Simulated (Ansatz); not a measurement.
Reference: La₃InN (Pm-3m), PBEsol, DFPT electron-phonon coupling, linearised Boltzmann equation (plane waves, PAW, scalar-relativistic; Ansatz, a quantum-chemistry and plane-wave program); geometry: relaxed with this functional, without spin-orbit coupling.

```
CELL_PARAMETERS angstrom
      5.06411     0.00000     0.00000
      0.00000     5.06411     0.00000
      0.00000     0.00000     5.06411
ATOMIC_POSITIONS crystal
  La 0.50000 0.50000 0.00000
  La 0.00000 0.50000 0.50000
  La 0.50000 0.00000 0.50000
  In 0.00000 0.00000 0.00000
  N  0.50000 0.50000 0.50000
```

- resistivity at 300 K: 33 μΩ·cm

Problem. Swap In for Al, keeping the structure type. How do these values move?

Solution. La3AlN (Pm-3m): volume per atom 26.0 to 25.4 Å³; resistivity at 300 K stays about the same (33 μΩ·cm to 33 μΩ·cm).

Problem. Replace La by Lu on the same sites and relax. What happens?

Solution. Lu3InN (Pm-3m): volume per atom 26.0 to 19.7 Å³; resistivity at 300 K falls (33 μΩ·cm to 21 μΩ·cm).

Problem. Swap La for Sc, keeping the structure type. How do these values move?

Solution. Sc3InN (Pm-3m): volume per atom 26.0 to 17.2 Å³; resistivity at 300 K falls (33 μΩ·cm to 19.5 μΩ·cm).

Moves up to 5 % count as about the same. Metals; harmonic phonons alone scatter; means over directions. Halving the electron mesh moves these values by up to 2 %; q meshes are mostly untested. Spin-orbit coupling is left out.

Formula and space group known from diffraction (Crystallography Open Database), not checked to be the room-temperature form: La3InN (Pm-3m), Lu3InN (Pm-3m), Sc3InN (Pm-3m). Computed structure with no diffraction record at hand here (it may be known, metastable or hypothetical): La3AlN (Pm-3m). The missing spin-orbit coupling matters most for Lu3InN (Pm-3m).
